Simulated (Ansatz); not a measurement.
System: Mg vacancy in rutile-type MgF2 (charge state -2). The step: a nearby Mg atom hops onto the vacant site; the atom moves 3.59 Å along (0.49, 0.49, -0.49) of the unit cell; the moving atom starts with neighbours F at 1.90, F at 2.00, 2 F at 2.03, 2 F at 2.08 Å and ends with F at 1.88, 3 F at 2.03, 2 F at 2.06 Å. A PBE band in Ansatz (plane-wave PAW, the Γ point alone, 72 host sites, 62 SCF runs with any check of the saddle's order, static, no finite-size correction) gives a forward barrier of 1.43 eV. The program found a first-order saddle point. The charge state is imposed; whether it is stable for some Fermi level was not computed. Forms of the defect that were not tried may lie lower.

Single points at the band's start and saddle point can refine it. Rough cost of one point, in units of the band's mean SCF on the same machine:

```tsv
Level	Cost of one point
PBE, a 2×2×2 k-point mesh shifted by half a step	about 8
r2SCAN at 500 eV, the Γ point alone	about 3
HSE06, Γ point alone	about 10
```

Q: Which of these move the barrier by more than 0.1 eV, and how far does each move it?

A: Not one does. PBE, a 2×2×2 k-point mesh shifted by half a step: 0.00 eV; r2SCAN at 500 eV, the Γ point alone: +0.05 eV; HSE06, Γ point alone: -0.01 eV. Each functional is compared with PBE at the same k-points.

Ansatz is a first-principles code.
